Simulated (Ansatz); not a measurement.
BeTe: element substitutions

Start from BeTe in the zinc blende structure (space group F-43m, No. 216; a = 5.604 Å).

Each row replaces one element on all its sites; cell and atoms are relaxed.

All numbers come from Ansatz (a program for electronic structure), PBEsol, PAW, cutoff 420 eV, no SOC.

```
change   volume per atom  band gap
-------  ---------------  --------
base            22.00 Å³   1.84 eV
Te → Se                ?         ?
Te → S          14.15 Å³   2.91 eV
Be → B          19.35 Å³      zero
Te → Cd         21.45 Å³      zero
```

Complete the table.


- Te → Se, volume per atom: 16.86 Å³
- Te → Se, band gap: 2.47 eV

With Te present, leaving out spin-orbit coupling can change the band edges. Stability against distortions was not tested. As relaxed here, BTe and BeCd are hypothetical phases, not in the database extracts checked. All final runs are without spin polarisation. An odd electron count without spin: BTe.
